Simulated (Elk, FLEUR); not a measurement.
An Elk input for a self-consistent single point of Zr2Al3Zn (R-3m, 6 atoms in the cell) (DFT, PBEsol, all-electron FP-LAPW, Elk's shipped species files, APW+lo basis with extra local orbitals):

```
tasks
  0

xctype
  22

tforce
  .true.

rgkmax
  7.5

gmaxvr
  18.0

lmaxapw
  10

lmaxo
  8

nxlo
  2

lorbcnd
  .true.

lradstp
  2

nrmtscf
  2.0

lmaxi
  4

stype
  0

swidth
  0.00499791

avec
    5.0379347115    2.9086529618    8.0650581924
   -5.0379347115    2.9086529618    8.0650581924
    0.0000000000   -5.8173059237    8.0650581924

sppath
  'species/'

atoms
  3   : nspecies
  'Zr.in'   : spfname
  2   : natoms; atposl, bfcmt below
  0.6245130000  0.6245130000  0.6245130000    0.0 0.0 0.0
  0.3754870000  0.3754870000  0.3754870000    0.0 0.0 0.0
  'Al.in'   : spfname
  3   : natoms; atposl, bfcmt below
  0.0000000000  0.5000000000  0.0000000000    0.0 0.0 0.0
  0.0000000000  0.0000000000  0.5000000000    0.0 0.0 0.0
  0.5000000000  0.0000000000  0.0000000000    0.0 0.0 0.0
  'Zn.in'   : spfname
  1   : natoms; atposl, bfcmt below
  0.0000000000  0.0000000000  0.0000000000    0.0 0.0 0.0

ngridk
  7 7 7
```

Q: Translate this input to FLEUR.

A: This is the input that was run; spellings and numerical settings could be chosen otherwise.

Input of the input generator:

```
Zr2Al3Zn FLAPW
&input film=f /
5.0379347115 2.9086529618 8.0650581924
-5.0379347115 2.9086529618 8.0650581924
0.0000000000 -5.8173059237 8.0650581924
1.0
1.0 1.0 1.0

6
40 0.6245130000 0.6245130000 0.6245130000
40 0.3754870000 0.3754870000 0.3754870000
13 0.0000000000 0.5000000000 0.0000000000
13 0.0000000000 0.0000000000 0.5000000000
13 0.5000000000 0.0000000000 0.0000000000
30 0.0000000000 0.0000000000 0.0000000000

&comp jspins=1 /
&exco xctyp='PBEs' /
&kpt div1=7 div2=7 div3=7 /
&end /
```

```xml
<?xml version="1.0" encoding="UTF-8" standalone="no"?>
<fleurInput fleurInputVersion="0.39">
   <comment>
      Zr2Al3Zn FLAPW                                                                                      
   </comment>
   <calculationSetup>
      <cutoffs Kmax="4.4" Gmax="15.4" GmaxXC="15.4" numbands="0"/>
      <scfLoop itmax="80" minDistance="0.00001" maxIterBroyd="15" imix="Anderson" alpha="0.05" precondParam="0.0" spinf="2.0"/>
      <coreElectrons ctail="T" frcor="F" kcrel="0" coretail_lmax="0"/>
      <xcFunctional name="PBEs" relativisticCorrections="F"/>
      <magnetism jspins="1"/>
      <soc l_soc="F" theta="0.0" phi="0.0" spav="F"/>
      <expertModes spex="0" secvar="F"/>
      <geometryOptimization l_f="T" forcealpha="1.0" forcemix="BFGS" epsdisp="0.00001" epsforce="0.00001"/>
      <ldaU l_linMix="F" mixParam="0.05" spinf="1.0"/>
   </calculationSetup>
   <cell>
      <bzIntegration valenceElectrons="45.0" mode="gauss" fermiSmearingEnergy="0.00499791">
         <kPointListSelection listName="default-1"/>
         <!-- k-points included here -->
         <xi:include xmlns:xi="http://www.w3.org/2001/XInclude" href="kpts.xml"> </xi:include>
      </bzIntegration>
      <!-- symmetry operations included here -->
      <xi:include xmlns:xi="http://www.w3.org/2001/XInclude" href="sym.xml"> </xi:include>
      <bulkLattice scale="1.0">
         <bravaisMatrix>
            <row-1>    5.0379347115000002     2.9086529618000001     8.0650581924000004</row-1>
            <row-2>   -5.0379347115000002     2.9086529618000001     8.0650581924000004</row-2>
            <row-3>    0.0000000000000000    -5.8173059237000002     8.0650581924000004</row-3>
         </bravaisMatrix>
      </bulkLattice>
   </cell>
   <atomSpecies>
      <species name="Zirconium (Zr)" element="Zr" atomicNumber="40">
         <mtSphere radius="2.68" gridPoints="925" logIncrement="0.014"/>
         <atomicCutoffs lmax="10" lnonsphr="8"/>
         <electronConfig flipSpins="F">
            <coreConfig>(1s1/2) (2s1/2) (2p1/2) (2p3/2) (3s1/2) (3p1/2) (3p3/2) (3d3/2) (3d5/2)</coreConfig>
            <valenceConfig>(4s1/2) (4p1/2) (4p3/2) (5s1/2) (4d3/2) (4d5/2)</valenceConfig>
            <stateOccupation state="(4d3/2)" spinUp="0.4" spinDown="0.4"/>
            <stateOccupation state="(4d5/2)" spinUp="0.6" spinDown="0.6"/>
         </electronConfig>
         <energyParameters s="5" p="5" d="4" f="4"/>
         <lo type="SCLO" l="0" n="4" eDeriv="0"/>
         <lo type="SCLO" l="1" n="4" eDeriv="0"/>
      </species>
      <species name="Aluminum (Al)" element="Al" atomicNumber="13">
         <mtSphere radius="1.83" gridPoints="631" logIncrement="0.018"/>
         <atomicCutoffs lmax="8" lnonsphr="6"/>
         <electronConfig flipSpins="F">
            <coreConfig>(1s1/2) (2s1/2) (2p1/2) (2p3/2)</coreConfig>
            <valenceConfig>(3s1/2) (3p1/2) (3p3/2)</valenceConfig>
            <stateOccupation state="(3p1/2)" spinUp="0.1666666666667" spinDown="0.1666666666667"/>
            <stateOccupation state="(3p3/2)" spinUp="0.3333333333333" spinDown="0.3333333333333"/>
         </electronConfig>
         <energyParameters s="3" p="3" d="3" f="4"/>
      </species>
      <species name="Zinc (Zn)" element="Zn" atomicNumber="30">
         <mtSphere radius="2.68" gridPoints="925" logIncrement="0.014"/>
         <atomicCutoffs lmax="10" lnonsphr="8"/>
         <electronConfig flipSpins="F">
            <coreConfig>(1s1/2) (2s1/2) (2p1/2) (2p3/2) (3s1/2) (3p1/2) (3p3/2)</coreConfig>
            <valenceConfig>(4s1/2) (3d3/2) (3d5/2)</valenceConfig>
         </electronConfig>
         <energyParameters s="4" p="4" d="3" f="4"/>
         <lo type="HELO" l="2" n="4" eDeriv="0"/>
      </species>
   </atomSpecies>
   <atomGroups>
      <atomGroup species="Zirconium (Zr)">
         <relPos label="                   1">-.3754870000 -.3754870000 -.3754870000</relPos>
         <relPos label="                   2">.3754870000 .3754870000 .3754870000</relPos>
         <force calculate="T" relaxXYZ="TTT"/>
      </atomGroup>
      <atomGroup species="Aluminum (Al)">
         <relPos label="                   3">.0000000000 1.000/2.000 .0000000000</relPos>
         <relPos label="                   4">.0000000000 .0000000000 1.000/2.000</relPos>
         <relPos label="                   5">1.000/2.000 .0000000000 .0000000000</relPos>
         <force calculate="T" relaxXYZ="TTT"/>
      </atomGroup>
      <atomGroup species="Zinc (Zn)">
         <relPos label="                   6">.0000000000 .0000000000 .0000000000</relPos>
         <force calculate="T" relaxXYZ="TTT"/>
      </atomGroup>
   </atomGroups>
   <output dos="F" band="F" slice="F">
      <checks vchk="F" cdinf="F"/>
      <bandDOS minEnergy="-.5*Htr" maxEnergy="0.5*Htr" sigma="0.015" storeEVData="T"/>
      <vacuumDOS vacdos="F" integ="F" star="F" nstars="0" locx1="0.0" locy1="0.0" locx2="0.0" locy2="0.0" nstm="0" tworkf="0.0"/>
      <unfoldingBand unfoldBand="F" supercellX="1" supercellY="1" supercellZ="1"/>
      <plotting iplot="0" polar="F">
         <plot TwoD="T" vec1="  1.0  0.0  0.0" vec2="  0.0  1.0  0.0" vec3="  0.0  0.0  1.0" zero="  0.0  0.0  0.0" file="plot"/>
      </plotting>
      <chargeDensitySlicing numkpt="0" minEigenval="0.0" maxEigenval="0.0" nnne="0" pallst="F"/>
      <specialOutput eonly="F"/>
      <magneticCircularDichroism mcd="F" energyLo="-10.0" energyUp="0.0"/>
   </output>
  <!-- We include the file relax.xml here to enable relaxations (see documentation) -->
  <xi:include xmlns:xi="http://www.w3.org/2001/XInclude" href="relax.xml"> <xi:fallback/> </xi:include>
</fleurInput>
```

Basis, cutoffs, solver keys and any potentials are the target program's own. This input uses DFT, PBEsol, all-electron FLAPW (FLEUR), scalar-relativistic valence.

The starting cell comes from a database of computed structures (which also holds hypothetical and non-ambient phases and stackings), without a prior relaxation at this level. Its lattice was rescaled by a random factor within 2.5 % of one.
